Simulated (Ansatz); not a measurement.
## Hypothetical diamond Ga: pressure series

The parent structure is Ga in the diamond structure (space group Fd-3m, No. 227; a = 5.758 Å; a hypothetical phase, not in the database extracts checked).

Cell and atoms are relaxed at each pressure.

Computed with PBEsol in Ansatz (plane waves to 420 eV, PAW, no SOC).

| P (GPa) | V (Å³/atom) |
|---|---|
| -2.00 | 25.184 |
| -1.00 | 24.466 |
| 0.30 | 23.693 |
| 0.70 | 23.484 |
| 1.51 | 23.095 |
| 3.00 | 22.460 |
| 5.00 | 21.736 |
| 7.50 | 20.979 |
| 10.00 | 20.349 |

Problem. Fit a third-order Birch–Murnaghan equation of state.

Solution. Least squares on P(V) = (3B₀/2)[(V₀/V)^(7/3) − (V₀/V)^(5/3)]·[1 + (3/4)(B₀′ − 4)((V₀/V)^(2/3) − 1)] gives V₀ = 23.86 Å³/atom, B₀ = 43 GPa and B₀′ = 4.8.

Load acts through the strain it causes; cell and atoms are relaxed under it. Whether these cells are dynamically stable was not tested. No other phases were tried under pressure.

Ansatz is a first-principles code.
